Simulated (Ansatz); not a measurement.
Cost and result by functional for the surface energy of the (10-12) surface of hcp Ru in its 1x1 cell, outermost plane spacing 1.06 Å in the ideal cut, in Ansatz (plane waves, PAW). Single points on the PBE structure, on one kind of machine; costs are rough ratios of the slab run's core time (references not counted) to the cheapest single point. r2SCAN's cost holds its higher cutoff (500 against 420 eV). Differences are taken against r2SCAN for comparison alone: no measured value is at hand, so the table doesn't rank accuracy.

Slab: 14 atoms, 10.6 Å thick at the start; k 14x6x1, smearing 0.1 eV, dipole-corrected; all atoms relaxed; symmetry of the start imposed; no spin, no spin-orbit, no U. These notes are the PBE run's.

```csv
functional,relative cost,surface energy (J/m²),less r2SCAN (J/m²)
RPBE,1,2.81,-0.50
PBEsol,1,3.53,0.23
LDA,1,3.72,0.41
r2SCAN,2,3.31,0.00
PBE (the relaxed run's value),–,3.07,-0.23
```

The values span 0.91 J/m², while the single points' costs differ by a factor of roughly 2. Differences are of unrounded values.

Ansatz is a quantum-chemistry and plane-wave program.
